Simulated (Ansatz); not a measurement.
Ansatz (an electronic-structure program) run on LiNbF₆ (R3, 8 atoms in the cell): self-consistent single point.

Method of the run: LDA (PW92), default PAW files made with PBE (plane waves; Ansatz).

The change in words: lattice scaled by 0.98; basis.ecutrho_ratio: default → 2. Reference geometry:
```
LiNbF6
1.0
    2.57010     1.48385     4.57979
   -2.57010     1.48385     4.57979
    0.00000    -2.96770     4.57979
Li Nb F
1 1 6
Direct
  0.50364   0.50364   0.50364
  0.00000   0.00000   0.00000
  0.12815   0.75325   0.36355
  0.87185   0.24675   0.63645
  0.36355   0.12815   0.75325
  0.63645   0.87185   0.24675
  0.75325   0.36355   0.12815
  0.24675   0.63645   0.87185
```

Reference input (self-consistent single point, DFT, LDA (PW92), plane waves, default PAW files made with PBE): basis.ecutwfc = 420 eV; kpoints.mp_grid.grid = 5 5 5; hamiltonian.xc = lda; hamiltonian.pseudopotentials = {kind: paw} (the program's default PAW files); scf.occupations.method = fixed. This run's input differs from it in these lines:

Ansatz 0.2 input:
```diff
@@ -2,5 +2,5 @@
   lattice:
-    - [2.570102, 1.483849, 4.579788]
-    - [-2.570102, 1.483849, 4.579788]
-    - [0.000000, -2.967698, 4.579788]
+    - [2.518700, 1.454172, 4.488192]
+    - [-2.518700, 1.454172, 4.488192]
+    - [0.000000, -2.908344, 4.488192]
   atoms:
@@ -16,2 +16,3 @@
   ecutwfc: 420.0 eV
+  ecutrho_ratio: 2
 kpoints:
```

Output (repeated stretches shortened):

```
SCF iter   1: F=—  HF=-9415.257015 eV  |F-HF|=—  |Δ(HF+E_count)|=         —  Δρ=2.17e-2  dr2=3.54e-1  ethr=1.77e-3  ⟨swp⟩=4.8  Hψ=3086  notcnv=0  defer=115
all-band conjugate gradients solve this SCF's bands
preconditioner: auto → Resta (q_TF=auto, 2.497 Å⁻¹)
SCF iter   2: F=—  HF=-9415.174206 eV  |F-HF|=—  |Δ(HF+E_count)|=   8.28e-2  Δρ=7.57e-3  dr2=3.96e-2  ethr=6.10e-4  ⟨swp⟩=2.0  Hψ=1426  notcnv=0  defer=115
   [... lines left out ...]
SCF iter   5: F=—  HF=-9415.163289 eV  |F-HF|=—  |Δ(HF+E_count)|=   1.32e-5  Δρ=2.47e-4  dr2=3.95e-5  ethr=2.15e-7  ⟨swp⟩=2.3  Hψ=1198  notcnv=0  defer=62
SCF iter   6: F=—  HF=-9415.163278 eV  |F-HF|=—  |Δ(HF+E_count)|=   1.11e-5  Δρ=5.29e-5  dr2=1.97e-6  ethr=6.80e-8  ⟨swp⟩=2.0  Hψ=1220  notcnv=0  defer=46
SCF iter   7: F=—  HF=-9415.163278 eV  |F-HF|=—  |Δ(HF+E_count)|=   1.20e-7  Δρ=1.70e-5  dr2=1.62e-7  ethr=3.40e-9  ⟨swp⟩=2.1  Hψ=1235  notcnv=0  defer=46
SCF iter   8: F=-9415.163279 eV  HF=-9415.163279 eV  |F-HF|=1.32e-8  |Δ(HF+E_count)|=   1.63e-7  Δρ=3.38e-6  dr2=1.20e-8  ethr=1.72e-10  ⟨swp⟩=10.8  Hψ=3590  notcnv=0
SCF 1 converged in 8 iterations: F = -9415.163279 eV  dr2 = 1.20e-8
Free energy (F): -9415.163279 eV
Internal energy: -9415.163279 eV  (E = F + TS)
E sigma→0 (E₀):  -9415.163279 eV
Fermi energy:    0.372991 eV
--- Forces (eV/Å), atoms counted from 1 ---
  atom   1  Li    -0.00000000    -0.00000000    -0.14881700
  atom   2  Nb     0.00000000    -0.00000000     0.20501918
  atom   3  F     -0.11559850     0.20863262    -0.16322802
  atom   4  F      0.11179569    -0.16993173     0.14449378
  atom   5  F     -0.12288190    -0.20442755    -0.16322802
  atom   6  F      0.09126735     0.18178378     0.14449378
  atom   7  F      0.23848040    -0.00420507    -0.16322802
  atom   8  F     -0.20306304    -0.01185205     0.14449378
--- Stress (GPa, compression-positive) ---
       -1.397326       0.000000      -0.000000
   [... lines left out ...]
       -0.000000       0.000000      -1.520417
  P = ⅓ Tr σ = -1.4384 GPa (-14.384 kbar)
  The stress holds the Pulay correction, which leaves out the density cutoff's part. Without it, at fixed plane waves, as pw.x and ABINIT print it …
settings of this run that can trade accuracy for cost: basis.ecutrho_ratio < 4. Do not mix this run's numbers with those of runs without the same settings …
```

The run converged in 8 iterations. Against the reference run the free energy falls by 30.8 meV/atom, the pressure goes from -9.02 to -1.44 GPa, the largest force goes from 1.228 to 0.289 eV/Å and the gap on the mesh goes from 5.206 to 5.618 eV. The full log also holds: “WARN basis.ecutrho_ratio = 2 (ecutrho = 840 eV) is below the records' recommended cutoff”.

The starting cell comes from a database of computed structures (which also holds hypothetical and non-ambient phases and stackings), without a prior relaxation at this level. Its lattice was rescaled by up to half a per cent. One atom was moved a little off its site on purpose. For this run, on top of that: lattice scaled by 0.98. Ansatz's pressure includes its estimate of the finite-basis (Pulay) stress. Without the estimate this run gives -2.46 GPa. The cutoff lies below the one recommended for these files.
